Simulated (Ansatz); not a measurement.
LaRh (Cmcm, No. 63; cell taken from a computed entry)

The numbers are results of LDA in Ansatz (PAW), not measurements.

Settings: plane-wave cutoff 500 eV, 14×14×14 k mesh, Fermi–Dirac smearing 0.1 eV, no spin polarisation, scalar-relativistic PAW data made under PBE.

Cell (relaxed at this level):

Space group Cmcm (No. 63); a = 3.900 Å, b = 11.106 Å, c = 4.057 Å, α = 90.00°, β = 90.00°, γ = 90.00°

```
atom  site  symmetry       x       y       z
----  ----  --------  ------  ------  ------
La      4c       m2m  0.0000  0.1385  0.7500
Rh      4c       m2m  0.0000  0.5897  0.2500
```
(The calculation used a cell of 4 atoms; values per cell refer to that cell.)

```yaml
band_gap: none
```

Note: the relaxation could not lower the start's symmetry, so the cell can be a saddle point above a distorted one.

Spin–orbit coupling is not included.

Static lattice: no zero-point or thermal effects.

It cost around 8 core-minutes (rough) of CPU time.

Ansatz is a quantum-chemistry and plane-wave program.
